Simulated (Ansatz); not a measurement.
Start from WSe$_{2}$ in the 2H-MoS2 type structure (space group P6_3/mmc, No. 194; layered, stacked along the Cartesian z axis).

```xyz
6
Lattice="3.2791 0.0000 0.0000 -1.6395 2.8397 0.0000 0.0000 0.0000 12.7861" Properties=species:S:1:pos:R:3 pbc="T T T"
W      0.0000     1.8932     3.1965
W      1.6395     0.9466     9.5895
Se     0.0000     1.8932     7.9053
Se     1.6395     0.9466     1.5123
Se     1.6395     0.9466     4.8808
Se     0.0000     1.8932    11.2738
```

Cartesian axes are those of the cell as printed.

The values are results of PBE-D3(BJ) (Ansatz, a quantum-chemistry and plane-wave program; PAW; 420 eV plane waves; no SOC), not measurements.

Strains are applied to the cell and any free atomic positions relax; under biaxial strain the out-of-plane vector relaxes too; under stress the whole cell relaxes.

One change was made to it. Results:

The smallest direct gap increases by 0.17 eV (1.57 eV → 1.74 eV); the hole mass becomes 1.1 mₑ out of plane, 0.90 mₑ in plane (at Γ) (base: 1.3 mₑ along c, 0.70 mₑ across (at Γ)).

### Question
Which change produced these results?
A. isotropic strain +1.22 %
B. uniaxial strain ε_zz = −1.06 %
C. biaxial strain −4.25 %, plane normal [001], relaxed out of plane
D. biaxial strain −1.83 %, plane normal [001], relaxed out of plane
E. uniaxial stress, 0.5 GPa tension along z

### Answer
D, biaxial strain −1.83 %, plane normal [001], relaxed out of plane. For comparison, the smallest direct gap in the other runs: biaxial strain −4.25 %, plane normal [001], relaxed out of plane gives 1.44 eV; isotropic strain +1.22 % gives 1.44 eV; uniaxial stress, 0.5 GPa tension along z gives 1.58 eV; uniaxial strain ε_zz = −1.06 % gives 1.55 eV.

Spin-orbit coupling, missing from the scalar runs, can matter with W. Masses are band curvatures over ±0.01 Å⁻¹ around the edge. Stability under load was not tested beyond the relaxation.
